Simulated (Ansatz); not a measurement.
Carrier properties of AlAs (F-43m)

Consider the following.

```xyz
2
Lattice="0.0000 2.7804 2.7804 2.7804 0.0000 2.7804 2.7804 2.7804 0.0000" Properties=species:S:1:pos:R:3 pbc="T T T"
Al     0.0000     0.0000     0.0000
As     4.1706     4.1706     4.1706
```

Level of theory: PBEsol with spin-orbit coupling, rigid bands (plane waves, PAW; Ansatz, a quantum-chemistry and plane-wave program). Condition of this run: hydrostatic pressure 5 GPa (the target of the relaxation). Geometry: cell and atoms relaxed with PBEsol, then loaded as said.

```json
{
 "band_gap": "1.14 eV",
 "electron conductivity mass (300 K, dilute)": "0.31 mₑ",
 "hole conductivity mass (300 K, dilute)": "0.57 mₑ",
 "effective density of states N_c (300 K)": "1.6e19 cm⁻³",
 "effective density of states N_v (300 K)": "2.4e19 cm⁻³",
 "density_of_states_mass_electrons": "0.75 mₑ",
 "density_of_states_mass_holes": "0.97 mₑ",
 "Seebeck coefficient, n-type 1e19 cm⁻³, 300 K": "-257 μV/K",
 "best n-type power factor at 300 K for τ = 10 fs (best axis; densities from 1e16 to 1e21 cm⁻³ tried, whether or not they can be reached)": "7.8 μW/(cm·K²) at 3e19 cm⁻³",
 "Seebeck coefficient, p-type 1e19 cm⁻³, 300 K": "303 μV/K"
}
```

Rigid bands; masses and Seebeck coefficients take one relaxation time τ for all states and one kind of carrier; polarons and phonon drag are left out.
